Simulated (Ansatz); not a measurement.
A user runs Ansatz (an electronic-structure program) on Y (P1, 8 atoms in the cell) and asks whether the run is sound. The aim is a self-consistent single point with DFT, PBE, plane waves, default PAW files.

Cell that was meant: a = 6.4627 Å, b = 6.4627 Å, c = 6.4627 Å, α = 90.00°, β = 90.00°, γ = 90.00°.

Part of the input:

Ansatz 0.2 input:
```yaml
  xc: pbe
  pseudopotentials: { kind: paw }
scf:
  occupations: { method: fermi_dirac, width: 1.36 }
output:
  forces: true
  eigenvalues: true
```

Log, with long lists cut:

```
WARN basis.ecutwfc = 420 eV, the default
WARN ansatz: RAYON_NUM_THREADS=1 ignored (pool sized by the plan → 1); use --threads N
   [... lines left out ...]
Symmetry: 1 space group operations
Space group: P1 (ITA 1), of the structure as read, at distance tolerance 6.5e-5 Å
k-points: 14 of 27 (time reversal used)
Initial density: superposition of atomic densities (neutral atoms: chi_scale 0, normalization atom), corrected by the library's trained network
Initial wavefunctions: pseudopotential atomic-orbital guess
Eigensolver: davidson
Functional: x = pbe(κ = 0.804, μ = 0.2195149727645171), c = pbe(β = 0.06672455060314922)
SCF iter   1: F=—  HF=-30819.183239 eV  |F-HF|=—  |Δ(HF+E_count)|=         —  Δρ=1.40e-2  dr2=9.37e-1  ethr=1.77e-3  ⟨swp⟩=11.1  Hψ=10285  notcnv=0
all-band conjugate gradients solve this SCF's bands
preconditioner: auto → Kerker (q_TF=auto, 2.263 Å⁻¹)
SCF iter   2: F=—  HF=-30818.969183 eV  |F-HF|=—  |Δ(HF+E_count)|=   2.14e-1  Δρ=8.74e-3  dr2=3.48e-1  ethr=1.06e-3  ⟨swp⟩=1.0  Hψ=1918  notcnv=0
   [... lines left out ...]
SCF iter   5: F=—  HF=-30818.859797 eV  |F-HF|=—  |Δ(HF+E_count)|=   8.72e-5  Δρ=7.48e-5  dr2=1.91e-5  ethr=2.28e-7  ⟨swp⟩=2.9  Hψ=3157  notcnv=0
SCF iter   6: F=—  HF=-30818.859650 eV  |F-HF|=—  |Δ(HF+E_count)|=   1.47e-4  Δρ=1.51e-5  dr2=7.22e-7  ethr=2.17e-8  ⟨swp⟩=1.1  Hψ=1764  notcnv=0
SCF iter   7: F=-30818.859651 eV  HF=-30818.859651 eV  |F-HF|=8.69e-10  |Δ(HF+E_count)|=   1.22e-7  Δρ=2.83e-6  dr2=2.87e-8  ethr=1.14e-10  ⟨swp⟩=9.8  Hψ=5881  notcnv=0
SCF 1 converged in 7 iterations: F = -30818.859651 eV  dr2 = 2.87e-8
Free energy (F): -30818.859651 eV
Internal energy: -30768.900953 eV  (E = F + TS)
E sigma→0 (E₀):  -30793.880302 eV
Entropy (-TS):   -49.958697 eV (-6244.837 meV/atom)
Fermi energy:    8.724222 eV
--- Forces (eV/Å), atoms counted from 1 ---
  atom   1  Y     -0.02376124    -0.20395987     0.00186254
  atom   2  Y     -0.24649305    -0.16772875    -0.05812798
  atom   3  Y     -0.16250809     0.12868215     0.05735533
  atom   4  Y     -0.13623176     0.17372733    -0.02202759
  atom   5  Y      0.11963984     0.24124407    -0.11398632
  atom   6  Y     -0.04399985    -0.30412999    -0.02961827
  atom   7  Y      0.10985200    -0.15901229     0.00887204
  atom   8  Y      0.38350298     0.29117974     0.15567573
--- Stress (GPa, compression-positive) ---
        7.425807       0.106388       0.033003
        0.106388       7.418264       0.026963
        0.033003       0.026963       7.364428
  P = ⅓ Tr σ = 7.4028 GPa (74.028 kbar)
  The stress holds the Pulay correction. Without it, at fixed plane waves, as pw.x and ABINIT print it: P = 7.4000 GPa
```

### Question
Is this run sound? If not, what is wrong?

### Answer
The run is not sound. The fault is a smearing width that is far too large. A width of many tenths of an electronvolt moves electrons far across the Fermi level or the gap, and the free energy and its derivatives carry a large smearing term. To fix it, use a width small against the gap or band features. The run converged in 7 iterations without an error; against the sound input the free energy drops by 3.89 eV/atom, the pressure goes from 0.04 to 7.40 GPa and the largest force goes from 0.262 to 0.506 eV/Å.

The sound input it was made from differs as follows (other fixes are possible):
```diff
-  occupations: { method: fermi_dirac, width: 1.36 }
+  occupations: { method: fermi_dirac, width: 0.1 }
```

With that input, the run converged in 8 iterations: free energy E − TS (on the zero of these files) -30787.7244 eV; Fermi level (on the code's own zero) 9.13 eV; pressure 0.04 GPa; largest force (vector length) 0.262 eV/Å (DFT, PBE, plane waves, default PAW files).

On the sound input: the starting cell was generated: these elements placed on a structure prototype, without a prior relaxation; it need not be a known phase or ordering of this composition. Its atoms were displaced at random from the sites of space group no. 223. Ansatz's pressure includes its estimate of the finite-basis (Pulay) stress.
